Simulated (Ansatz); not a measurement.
We consider Ga2S3 (Imm2, No. 44, 5 atoms in the cell; start mp-1224796; a measured phase of this formula has another space group), described by LDA in Ansatz (PAW).

Excerpt of the program's output:

```
Crystal: 5 atoms, lattice volume = 101.907 Å³
Basis set: ecut = 520 eV, 2723 PW (Γ), FFT grids on a1+a2, a2+a3, a3, exchange–correlation on 80×54×96 points (8 copies of the dense FFT grid, shifted against one another)
Bands: 27, of which v1, the nominal top of the filled ones, is band 22 counted from 1 (21 counted from 0)
Symmetry: 4 space group operations
Space group: Imm2 (ITA 44), of the structure as read, at distance tolerance 4.7e-5 Å
k-points: 280 of 1728 (time reversal used)
Functional: x = slater, c = lda
SCF iter   1: F=—  HF=-10025.921243 eV  |F-HF|=—  |Δ(HF+E_count)|=         —  Δρ=7.08e-3  dr2=5.42e-2
SCF iter   2: F=—  HF=-10025.907009 eV  |F-HF|=—  |Δ(HF+E_count)|=   1.42e-2  Δρ=3.21e-3  dr2=9.56e-3
  ...
SCF iter   8: F=—  HF=-10025.904268 eV  |F-HF|=—  |Δ(HF+E_count)|=   3.82e-9  Δρ=1.34e-6  dr2=2.50e-9
SCF iter   9: F=-10025.904268 eV  HF=-10025.904268 eV  |F-HF|=7.82e-11  |Δ(HF+E_count)|=  4.18e-11  Δρ=2.84e-7  dr2=1.30e-10
SCF 1 converged in 9 iterations: F = -10025.904268 eV  dr2 = 1.30e-10
SCF converged after 9 iterations
Free energy (F): -10025.904268 eV
Internal energy: -10025.904268 eV  (E = F + TS)
E sigma→0 (E₀):  -10025.904268 eV
Fermi energy:    7.127532 eV
--- Forces (eV/Å), atoms counted from 1 ---
  atom   1  Ga     0.00000000     0.00013466    -0.00032550
  atom   2  Ga     0.00000000    -0.00013466    -0.00032550
  atom   3  S      0.00000000     0.00047135     0.00074625
  atom   4  S      0.00000000    -0.00047135     0.00074625
  atom   5  S      0.00000000     0.00000000    -0.00084573
--- Stress (GPa, compression-positive) ---
       -0.004912       0.000000       0.000000
        0.000000      -0.007456       0.000000
        0.000000       0.000000      -0.004791
  P = ⅓ Tr σ = -0.0057 GPa (-0.057 kbar)
```

**Question.** Write an input file that could have produced this run (the log leaves some choices open).

**Answer.** This is not unique; one that fits is 
Ansatz 0.2 input:
```yaml
crystal:
  lattice:
    - [-1.8056540779, 5.4359135147, 2.5956045248]
    - [1.8056540779, -5.4359135147, 2.5956045248]
    - [1.8056540779, 5.4359135147, -2.5956045248]
  atoms:
    - { symbol: Ga, position: [0.1673087833, 0.0082676316, 0.1590411517] }
    - { symbol: Ga, position: [0.8492264799, 0.0082676316, 0.8409588483] }
    - { symbol: S, position: [0.8923343544, 0.2329193298, 0.6594150246] }
    - { symbol: S, position: [0.5735043052, 0.2329193298, 0.3405849754] }
    - { symbol: S, position: [0.2676260772, 0.2676260772, 0.0] }
basis:
  ecutwfc: 520
  ecutrho_ratio: 4
  xc_grid: 2
kpoints:
  mp_grid: { grid: [12, 12, 12] }
  band_path:
    path:
      - [0.0, 0.0, 0.0]
      - [0.1, -0.1, 0.1]
      - [0.2, -0.2, 0.2]
      - [0.3, -0.3, 0.3]
      - [0.4, -0.4, 0.4]
      - [0.5, -0.5, 0.5]
      - [0.468226, -0.468226, 0.531774]
      - [0.436453, -0.436453, 0.563547]
      - [0.404679, -0.404679, 0.595321]
      - [0.372905, -0.372905, 0.627095]
      - [0.341132, -0.341132, 0.658868]
      - [0.309358, -0.309358, 0.690642]
      - [0.277584, -0.277584, 0.722416]
      - [-0.277584, 0.277584, 0.277584]
      - [-0.246742, 0.246742, 0.246742]
      - [-0.215899, 0.215899, 0.215899]
      - [-0.185056, 0.185056, 0.185056]
      - [-0.154214, 0.154214, 0.154214]
      - [-0.123371, 0.123371, 0.123371]
      - [-0.092528, 0.092528, 0.092528]
      - [-0.061685, 0.061685, 0.061685]
      - [-0.030843, 0.030843, 0.030843]
      - [0.043857, 0.043857, -0.043857]
      - [0.087714, 0.087714, -0.087714]
      - [0.131571, 0.131571, -0.131571]
      - [0.175428, 0.175428, -0.175428]
      - [0.219285, 0.219285, -0.219285]
      - [0.263143, 0.263143, -0.263143]
      - [0.307, 0.307, -0.307]
      - [0.693, -0.307, 0.307]
      - [0.64475, -0.35525, 0.35525]
      - [0.5965, -0.4035, 0.4035]
      - [0.54825, -0.45175, 0.45175]
      - [0.0, 0.05, 0.0]
      - [0.0, 0.1, 0.0]
      - [0.0, 0.15, 0.0]
      - [0.0, 0.2, 0.0]
      - [0.0, 0.25, 0.0]
      - [0.0, 0.3, 0.0]
      - [0.0, 0.35, 0.0]
      - [0.0, 0.4, 0.0]
      - [0.0, 0.45, 0.0]
      - [0.0, 0.5, 0.0]
      - [0.125, 0.375, 0.125]
      - [0.25, 0.25, 0.25]
      - [0.28125, 0.21875, 0.21875]
      - [0.3125, 0.1875, 0.1875]
      - [0.34375, 0.15625, 0.15625]
      - [0.375, 0.125, 0.125]
      - [0.40625, 0.09375, 0.09375]
      - [0.4375, 0.0625, 0.0625]
      - [0.46875, 0.03125, 0.03125]
      - [0.5, 0.0, 0.0]
      - [0.416667, 0.0, 0.0]
      - [0.333333, 0.0, 0.0]
      - [0.25, 0.0, 0.0]
      - [0.166667, 0.0, 0.0]
      - [0.083333, 0.0, 0.0]
      - [0.0, 0.0, 0.055556]
      - [0.0, 0.0, 0.111111]
      - [0.0, 0.0, 0.166667]
      - [0.0, 0.0, 0.222222]
      - [0.0, 0.0, 0.277778]
      - [0.0, 0.0, 0.333333]
      - [0.0, 0.0, 0.388889]
      - [0.0, 0.0, 0.444444]
      - [0.0, 0.0, 0.5]
      - [0.05, 0.05, 0.45]
      - [0.1, 0.1, 0.4]
      - [0.15, 0.15, 0.35]
      - [0.2, 0.2, 0.3]
    npoints: 1
hamiltonian:
  xc: lda
  dispersion: none
  pseudopotentials: { kind: paw }
scf:
  occupations: { method: fermi_dirac, width: 0.01 }
  convergence: { dr2_threshold: 0.0000000005 }
output:
  forces: true
  stress: true
  eigenvalues: true
  write_bands: true
```

The PAW data were made under PBE.

A start named mp-… is a Materials Project structure, which need not be a measured phase.

Ansatz is a quantum-chemistry and plane-wave program.
